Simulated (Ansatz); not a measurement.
Take TiAl3 (space group I4/mmm, No. 139; a = 3.848 Å, c = 8.612 Å; relaxed with 0.1 eV smearing) as the base. Axes: x, y, z lie along a, b, c of the conventional cell.

Level of theory: PBE/PAW in Ansatz (a program for electronic structure), scalar-relativistic without spin-orbit coupling, earlier PAW set.

Base values:

The shortest interatomic distance is 2.721 Å.

The change: uniaxial stress, 5 GPa tension along z, with the cell and atoms free to relax against it.

Problem. What happens to the shortest interatomic distance?

Solution. The shortest interatomic distance decreases by 0.010 Å, from 2.721 Å to 2.711 Å.

Problem. Predict the new energy relative to the base.

Solution. The energy goes up by 6.6 meV/atom.

Load acts through the strain it causes; cell and atoms are relaxed under it. Stability under load was not tested beyond the relaxation. The final runs are not spin-polarised.
